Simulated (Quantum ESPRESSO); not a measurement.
**Cost against accuracy: conv_thr for WO2F (Cc, 8 atoms in the cell)**

Cell: a = 5.4356 Å, b = 5.4356 Å, c = 5.6235 Å, α = 120.91°, β = 120.91°, γ = 60.85°.

Method of the run: LDA (PZ), GBRV 1.5 ultrasoft (LDA) pseudopotentials (plane waves; Quantum ESPRESSO 7.5).

Base settings: ecutwfc = 40 Ry; ecutrho = 320 Ry; occupations = smearing; smearing = methfessel-paxton; degauss = 0.0073499 Ry; nspin = 2; potentials = {W: w_lda_v1.2.uspp.F.UPF, O: o_lda_v1.2.uspp.F.UPF, F: f_lda_v1.4.uspp.F.UPF}; K_POINTS = automatic 5 5 5 0 0 0; conv_thr = 1e-09 Ry; mixing_beta = 0.4.

Misses are taken against the tightest run, 7.3e-14 Ry, which need not be fully converged itself.

The count of work is k-points × plane waves × bands × iterations; it is no time, and leaves out set-up, grids and terms that scale otherwise. Core times come from one kind of shared machine and are given to one figure; runs under 30 s give none.

The starting cell comes from a database of computed structures (which also holds hypothetical and non-ambient phases and stackings), without a prior relaxation at this level. Its lattice was rescaled by a random factor within 2.5 % of one. The starting moments vanished: the run ended non-magnetic. In the base run, with a pressure of about -8 GPa the cell is away from its equilibrium volume at this level. In the base run, forces exceed 1 eV/Å.

The runs (conv_thr): 0.0073 Ry | 0.00073 Ry | 7.3e-05 Ry | 7.3e-06 Ry | 7.3e-07 Ry | 7.3e-08 Ry | 1e-09 Ry | 7.3e-10 Ry | 7.3e-12 Ry | 7.3e-14 Ry.

### Question
Which is the coarsest setting among those run that, with all tighter ones, holds the pressure within 0.5 GPa of the reference, and what does it save?

### Answer
7.3e-05 Ry, off by 0.28 GPa; it needs 0.39 of the reference's count of work and about 0.3 of the reference's time. The coarser 0.0073 Ry also lies inside, but a setting between leaves the range again, so that is luck.

### Question
Which is the coarsest setting among those run that, with all tighter ones, holds the pressure within 0.1 GPa of the reference, and what does it save?

### Answer
7.3e-07 Ry, off by 0.024 GPa; its saving against the reference is no more than about a factor of 2 in the count of work.

| conv_thr | pressure less reference (GPa) | largest difference in the force on any atom (eV/Å) | count of work / reference | core time / reference (rough) |
|---|---|---|---|---|
| 0.0073 Ry | -0.14 | 0.202 | 0.22 | 0.2 |
| 0.00073 Ry | 0.83 | 0.022 | 0.33 | 0.3 |
| 7.3e-05 Ry | 0.28 | 0.023 | 0.39 | 0.3 |
| 7.3e-06 Ry | -0.13 | 0.012 | 0.44 | 0.3 |
| 7.3e-07 Ry | 0.02 | 0.006 | 0.56 | 0.4 |
| 7.3e-08 Ry | 0.00 | 0.002 | 0.61 | 0.5 |
| 1e-09 Ry | 0.00 | 0.000 | 0.72 | 0.8 |
| 7.3e-10 Ry | 0.00 | 0.000 | 0.72 | 0.5 |
| 7.3e-12 Ry | 0.00 | 0.000 | 0.83 | 0.6 |
| 7.3e-14 Ry | 0.00 | 0.000 | 1.0 | 1 |
